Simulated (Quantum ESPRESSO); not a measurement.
# Quick settings and what they miss: YCo2B2 (I4/mmm, 5 atoms in the cell)

Self-consistent single point.

```
CELL_PARAMETERS angstrom
      1.74297    -1.74297     4.64136
      1.74297     1.74297     4.64136
     -1.74297    -1.74297     4.64136
ATOMIC_POSITIONS crystal
  Y  0.00000 0.00000 0.00000
  Co 0.50000 0.25000 0.75000
  Co 0.50000 0.75000 0.25000
  B  0.00000 0.65466 0.65466
  B  0.00000 0.34534 0.34534
```

Computed with PBEsol, PSlibrary ultrasoft (PBE) pseudopotentials (plane waves; Quantum ESPRESSO 7.5).

Base settings: ecutwfc = 50 Ry; ecutrho = 350 Ry; occupations = smearing; smearing = fd; degauss = 0.0036749 Ry; input_dft = pbesol; K_POINTS = automatic 9 9 9 0 0 0; conv_thr = 1e-10 Ry.

Tight run (finer mesh or higher cutoff; not a proven limit): ecutwfc: 50 Ry → 70 Ry; ecutrho: 350 Ry → 490 Ry; conv_thr: 1e-10 Ry → 7.3e-11 Ry; K_POINTS: automatic 9 9 9 0 0 0 → automatic 13 13 13 0 0 0. It gave Fermi level (on the code's own zero) 13.54 eV; pressure 6.16 GPa; largest force (vector length) 0.570 eV/Å.

Quick runs, as changes from the base:
- A: the base itself
- B: ecutwfc: 50 Ry → 25 Ry; ecutrho: 350 Ry → 175 Ry; conv_thr: 1e-10 Ry → 7.3e-05 Ry; K_POINTS: automatic 9 9 9 0 0 0 → automatic 8 8 8 0 0 0
- C: ecutwfc: 50 Ry → 33 Ry; ecutrho: 350 Ry → 231 Ry; input_dft: pbesol → default; conv_thr: 1e-10 Ry → 7.3e-06 Ry; pseudopotentials: {Y: Y.pbe-spn-rrkjus_psl.1.0.0.UPF, Co: Co.pbe-n-rrkjus_psl.1.0.0.UPF, B: B.pbe-n-rrkjus_psl.1.0.0.UPF} → {Y: Y.pz-spn-rrkjus_psl.1.0.0.UPF, Co: Co.pz-n-rrkjus_psl.1.0.0.UPF, B: B.pz-n-rrkjus_psl.1.0.0.UPF}; K_POINTS: automatic 9 9 9 0 0 0 → automatic 1 1 1 0 0 0 [LDA (PZ)]
- D: ecutwfc: 50 Ry → 40 Ry; ecutrho: 350 Ry → 280 Ry; smearing: fd → gauss; degauss: 0.0036749 Ry → 0.019992 Ry; conv_thr: 1e-10 Ry → 7.3e-06 Ry; K_POINTS: automatic 9 9 9 0 0 0 → automatic 6 6 6 1 1 1
- E: ecutwfc: 50 Ry → 33 Ry; ecutrho: 350 Ry → 231 Ry; smearing: fd → cold; degauss: 0.0036749 Ry → 0.036749 Ry; input_dft: pbesol → default; pseudopotentials: {Y: Y.pbe-spn-rrkjus_psl.1.0.0.UPF, Co: Co.pbe-n-rrkjus_psl.1.0.0.UPF, B: B.pbe-n-rrkjus_psl.1.0.0.UPF} → {Y: Y.pz-spn-rrkjus_psl.1.0.0.UPF, Co: Co.pz-n-rrkjus_psl.1.0.0.UPF, B: B.pz-n-rrkjus_psl.1.0.0.UPF}; K_POINTS: automatic 9 9 9 0 0 0 → automatic 3 3 3 1 1 1 [LDA (PZ)]
- F: ecutwfc: 50 Ry → 25 Ry; ecutrho: 350 Ry → 175 Ry; K_POINTS: automatic 9 9 9 0 0 0 → automatic 4 4 4 1 1 1

Energies are extrapolated to zero smearing width, which holds to low order in the width alone (under cold and Methfessel-Paxton smearing the free energy itself is taken).

Dashes: pressure of B, C, D, not trusted under this conv_thr with d or f elements; time of B, C, E, F, under 30 s; energy of C, E, another energy zero.

† marks runs with another functional, U, potentials or spin treatment: their distance from the tight run is not a convergence error alone.

The count of work is k-points × plane waves × bands × iterations; it is no time. Core times come from one kind of shared machine and are given to one figure; runs under 30 s give none.

The starting cell comes from a database of computed structures (which also holds hypothetical and non-ambient phases and stackings), without a prior relaxation at this level. Its lattice was rescaled by a random factor within 2.5 % of one. Spin polarisation is off. In the base run, with a pressure of about 6 GPa the cell is away from its equilibrium volume at this level.

```
run  energy less tight (meV/atom)  pressure less tight (GPa)  largest miss in a force vector (eV/Å)  count of work / tight  core time / tight (rough)
---  ----------------------------  -------------------------  -------------------------------------  ---------------------  -------------------------
A                             9.2                      -0.59                                  0.013                   0.23                        0.2
B                           567.3                          –                                  0.026                  0.031                          –
C†                              –                          –                                  1.030                 0.0014                          –
D                            30.4                          –                                  0.039                  0.037                       0.05
E†                              –                      -6.60                                  0.154                 0.0093                          –
F                           583.4                     -49.82                                  0.124                  0.010                          –
```

Among the runs at the tight run's level, the energy misses run from 9.2 to 583.4 meV/atom.
